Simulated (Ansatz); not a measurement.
Consider the following.

End structure of H on the 1x1 (0001) surface of hcp Ti, one in a 2x1 cell, started at the site 'bridge Ti-Ti (span 2.9 Å)':

```
CELL_PARAMETERS angstrom
      5.87727     0.00000     0.00000
     -1.46932     2.54493     0.00000
      0.00000     0.00000    26.00000
ATOMIC_POSITIONS crystal
  Ti 0.33333 0.33333 0.36988
  Ti 0.83333 0.33333 0.36988
  Ti 0.16667 0.66667 0.45305
  Ti 0.66667 0.66667 0.45305
  Ti 0.33285 0.33285 0.54532
  Ti 0.83823 0.33823 0.54808
  Ti 0.17996 0.67996 0.63227
  Ti 0.65417 0.65417 0.63135
  H  0.33033 0.33033 0.67286
```

Slab: 9 atoms, 6.8 Å thick at the start under the adsorbate (thin: gaps and levels are the slab's own); k 6x12x1, smearing 0.1 eV, dipole-corrected; 4 atoms held, the rest relaxed; symmetry of the start imposed; no spin, no spin-orbit, no U, no dispersion correction. At the end it is bonded to 3 Ti. In PBE it is, or lies within 0.03 eV of, the lowest of the starts that converged.

A negative adsorption energy means that the adsorbate is more stable on the surface than in its reference.

Q: What is the computed change of the step from the bottom to the top vacuum level, against the clean slab (PBE run with Ansatz, a program for electronic structure)?

A: -0.091 eV

Q: Estimate the work function of the top face that PBE returns for this input.

A: 4.29 eV

Q: What change of the work function does PBE give?

A: -0.10 eV

Q: Estimate the adsorption energy against ½ H2(g) that PBE returns for this input.

A: -1.12 eV
